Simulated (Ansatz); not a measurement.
The starting structures come from a database of crystals and need not be the phases stable at ambient conditions.

 Where the default PAW files enter, the runs use the earlier of Ansatz's two default sets.

By PBEsol, the system below comes out a metal.

A figure of merit of an interconnect metal is its ballistic conductance per area.

Data:

```
CELL_PARAMETERS angstrom
      3.49794     0.00000     0.00000
      0.00000    11.59286     0.00000
      0.00000     5.79643     3.34657
ATOMIC_POSITIONS crystal
  Ge 0.00000 0.33333 0.00000
  Ge 0.00000 0.66667 0.00000
  Ge 0.50000 0.00000 0.00000
  Pd 0.50000 0.39363 0.60637
  Pd 0.50000 0.60638 0.78725
  Pd 0.50000 0.00000 0.60637
  Pd 0.00000 0.00000 0.26660
  Pd 0.00000 0.73340 0.26660
  Pd 0.00000 0.26661 0.46679
```

Space group of this cell: P-62m. The cell is taken as given; by PBEsol its mean pressure is -4.0 GPa.

The current flows along the normal of the first two printed cell vectors, the (110) plane of the conventional cell. No spin-orbit coupling; the value is a mean over 0.1 eV about the Fermi level.

Question: Give the ballistic conductance per area that Ansatz (a program for electronic structure) with PBEsol yields.

Answer: 0.37 × 10¹⁵ S/m² for both spins.
